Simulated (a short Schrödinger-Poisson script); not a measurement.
# Gated In0.52Al0.48As/In0.53Ga0.47As modulation-doped gas in a quantum well

Structure: gated In0.52Al0.48As/In0.53Ga0.47As modulation-doped gas in a quantum well, at 77 K.

| layer | material | thickness (nm) | Nd (cm⁻³) | Na (cm⁻³) |
|---|---|---|---|---|
| 1 | In0.52Al0.48As | 10 | - | - |
| 2 | In0.52Al0.48As | 40 | 2.8e18 | - |
| 3 | In0.52Al0.48As | 20 | - | - |
| 4 | In0.53Ga0.47As | 8 | - | - |
| 5 | In0.52Al0.48As | 4000 | - | 2e15 |

Constants are typed, rounded textbook-type inputs, not results; the design itself was drawn at random and stands for no fabricated device. In0.52Al0.48As: permittivity 12.5, conduction-band edge (eV) 0.52, gap (eV) 1.45, electron mass (mₑ) 0.075, Nv at 300 K (cm⁻³) 1.1e19. In0.53Ga0.47As: permittivity 13.9, conduction-band edge (eV) 0, gap (eV) 0.74, Nv at 300 K (cm⁻³) 7.7e18.

Channel valleys (confinement mass, in-plane density-of-states mass, number): Γ 0.041, 0.041, 1. At the gate the conduction-band edge of layer 1 lies 0.65 eV − eVg above the Fermi level of the channel; the field vanishes at the back. Donor level 0.05 eV below the band edge. The barrier under the gate holds no holes. Gaps are held at their typed values at every temperature. Mesh 0.08 nm at interfaces.

From a short Schrödinger-Poisson script (our own, NumPy): 1D Poisson equation in equilibrium, electrons quantum, Hartree (BenDaniel-Duke, 40 states a valley, the channel's in-plane mass for all, wave functions free to enter the barrier), parabolic valleys, classical holes, donors ionised by Fermi statistics, acceptors fully, no traps, pinning or gate leakage.

```tsv
Vg (V)	electrons (cm⁻²)	in the channel layer	C (μF/cm²)	Γ E0 (meV)	Γ E1 (meV)
0.4	8.28e11	7.94e11	0.789	-48.3	35.3
-0.3	8.28e11	7.94e11	0.476	-48.3	41.2
-1	8.27e11	7.93e11	0.372	-48.3	47.3
-1.7	8.26e11	7.93e11	0.315	-48.2	54.7
-2.4	8.24e11	7.91e11	0.278	-48.1	64.5
-3.1	8.17e11	7.84e11	0.250	-47.7	79.3
-3.8	6.25e11	6.01e11	0.145	-36.5	168.2
-4.5	1.04e10	9.98e9	0.0960	15.6	222.8
```

Gate voltages with under 1e6 electrons/cm² are left out.

Subbands count from the Fermi level.
